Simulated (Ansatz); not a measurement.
# ScSiO (model structure, started from the ZrSiS type, P4/nmm, No. 129, 6 atoms in the cell): properties by level of theory

| level (code) | equilibrium lattice constant a (Å) | lattice parameter c (Å) | bulk modulus B0 (GPa) | cohesive energy (eV/atom) |
|---|---|---|---|---|
| LDA (Ansatz) | [?] | [?] | [?] | 6.80 |
| PBE (Ansatz) | [?] | [?] | [?] | [?] |
| PBEsol (Ansatz) | [?] | [?] | 136 | 6.26 |
| r²SCAN (Ansatz) | 3.243 | [?] | 137 | 5.87 |

Task: What belongs in the gaps?

Result: 
- LDA (Ansatz, a program for electronic structure), equilibrium lattice constant a (Å): 3.200
- LDA (Ansatz), lattice parameter c (Å): 7.392
- LDA (Ansatz), bulk modulus B0 (GPa): 144
- PBE (Ansatz), equilibrium lattice constant a (Å): 3.263
- PBE (Ansatz), lattice parameter c (Å): 7.545
- PBE (Ansatz), bulk modulus B0 (GPa): 126
- PBE (Ansatz), cohesive energy (eV/atom): 5.80
- PBEsol (Ansatz), equilibrium lattice constant a (Å): 3.231
- PBEsol (Ansatz), lattice parameter c (Å): 7.455
- r²SCAN (Ansatz), lattice parameter c (Å): 7.526

Caveats: the bulk modulus is −V dP/dV from two relaxed cells at ±2 % in volume (LDA, PBE, PBEsol, r²SCAN). Ansatz's density-functional and Hartree–Fock values are scalar-relativistic unless marked +SOC, with PAW data made under PBE.

Free atoms are spin-polarised, in the lowest state found; at levels without +SOC their spin–orbit coupling is left out.

Static lattice: no zero-point or thermal effects.

A model structure was made by putting elements into a prototype or built by hand; it is no filed structure, need not be a known phase, and can be a saddle point held by its symmetry.
